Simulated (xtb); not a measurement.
xtb 6.7.1, GFN1-xTB: c1c[se]c(-c2ccc(-c3ccc[se]3)o2)c1, 23 atoms. The geometry is a generated start, not checked to be a minimum at this level.

```json
{
  "method": "GFN1-xTB",
  "--acc": "1 (default)",
  "--etemp (K)": "300 (default)",
  "detailed input (--input)": "none: ANC optimiser, Lindh (1995) Hessian, microcycle=20, maxdispl=1.0, hlow=0.01 (default)",
  "basis_functions": "88",
  "valence_electrons": "74"
}
```

```xyz
23

C      4.7513     0.5026     0.3515
C      4.7733     1.8562     0.2140
Se     2.8114     2.3294    -0.0014
C      2.4154     0.4339     0.1602
C      1.0958    -0.1918     0.1126
C      0.7564    -1.5211     0.2205
C     -0.6135    -1.6131     0.1138
C     -1.0452    -0.3157    -0.0563
C     -2.4296     0.1042    -0.2169
C     -3.5582    -0.6496    -0.2350
C     -4.7610    -0.1042    -0.3931
C     -4.9276     1.2364    -0.5452
Se    -3.0916     1.9917    -0.4673
O     -0.0208     0.4728    -0.0505
C      3.6169    -0.1832     0.3258
H      5.7470    -0.0259     0.4906
H      5.6633     2.5069     0.2225
H      1.4812    -2.3070     0.3629
H     -1.2633    -2.4533     0.1451
H     -3.4446    -1.7721    -0.1099
H     -5.6919    -0.7546    -0.4051
H     -5.8804     1.7694    -0.6809
H      3.6157    -1.3120     0.4420
```

The structure is relaxed from this start with --opt LEVEL for the levels crude, sloppy, loose, lax, normal, tight, vtight, extreme, once each. Up to the end of the extreme run atoms move by at most 0.72 Å along an axis.

**Question.** What is the loosest level that ends within 5 meV of the extreme run, and how many cycles does it take?

**Answer.** loose: 17 cycles against 31, ending 1.5 meV above.

```tsv
level	cycles	energy above the extreme run (meV)	gradient norm (eV/Å)
crude	7	47	0.29
sloppy	13	7.5	0.12
loose	17	1.5	0.16
lax	19	0.40	0.063
normal	21	0.065	0.019
tight	22	0.047	0.0089
vtight	28	under 0.01	0.0022
extreme	31	—	0.00099
```
